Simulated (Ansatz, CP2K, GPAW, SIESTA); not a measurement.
## Code comparison for Cd2SeS (P3m1, 4 atoms in the cell)

Band-structure calculation.

```
CELL_PARAMETERS angstrom
      4.29722     0.00000     0.00000
     -2.14861     3.72150     0.00000
      0.00000     0.00000     7.00717
ATOMIC_POSITIONS crystal
  Cd 0.00000 0.00000 0.49023
  Cd 0.33333 0.66667 0.00964
  Se 0.33333 0.66667 0.62575
  S  0.00000 0.00000 0.12238
```

Shared settings, as Ansatz (a quantum-chemistry and plane-wave program) writes them: kpoints.mp_grid.grid = 6 6 3; scf.occupations.method = fermi_dirac; scf.occupations.width = 0.01 eV. Potentials and cutoffs stand in the table.

```tsv
code	model	gap along the path (eV)	smallest direct gap (eV)	cutoff
GPAW	PBEsol, GPAW PAW datasets PBEsol (made by gpaw-setup)	0.55	0.55	600 eV
CP2K	PBEsol, GPW, DZVP-MOLOPT-SR-GTH basis, GTH-PBE potentials (GTH_POTENTIALS)	0.51	0.51	grid 500 Ry
SIESTA	GGA PBEsol, numerical atomic orbitals DZP, PseudoDojo PBEsol standard norm-conserving potentials (rewritten from UPF to PSML)	0.79	0.79	grid 300 Ry
Ansatz	PBEsol, PAW files made with PBE	0.56	0.56	default
```

The spread over the programs that give each value: gap along the path within 0.28 eV; smallest direct gap within 0.28 eV.

CP2K and SIESTA use small atom-centred bases, whose incompleteness enters pressures, forces and empty levels differently from a plane-wave cutoff.

In the gap along the path, SIESTA stands apart from the plane-wave programs.

The starting cell comes from a database of computed structures (which also holds hypothetical and non-ambient phases and stackings), without a prior relaxation at this level. Its lattice was rescaled by a random factor within 2.5 % of one.

Left out of this page: Quantum ESPRESSO (not drawn, or without a comparable value).

Keys are those of Ansatz 0.2.
